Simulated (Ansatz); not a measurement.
## Free zigzag chain of Pb atoms

Levels: PBE (plane waves to 420 eV, PAW; Ansatz, a first-principles code); PBE with spin-orbit coupling (Ansatz). Unmarked values and the geometry are of the first. Mesh 1×1×62. No spin polarisation, so a magnetic state wasn't tested. Isolated but for its images some 11 Å away. A hypothetical model. Only distortions within the start's symmetry and period were free. Pairing along the axis, which can open a gap, is among the distortions not tried. Values not marked SOC lack spin–orbit coupling.

| Quantity | Value |
|---|---|
| period along the axis (2 atoms) | 4.891 Å |
| PBE gap | none (under 0.01 eV) |
| crossings of the Fermi level between Γ and the zone edge (49 points) | 2, each for both spins (ideal conductance 2 × 2e²/h) |
| PBE+SOC gap at this geometry | 0.66 eV |

```xyz
2
Lattice="13.0000 0.0000 0.0000 0.0000 11.0000 0.0000 0.0000 0.0000 4.8905" Properties=species:S:1:pos:R:3 pbc="T T T"
Pb     5.7136     5.5000     0.0000
Pb     7.2864     5.5000     2.4453
```
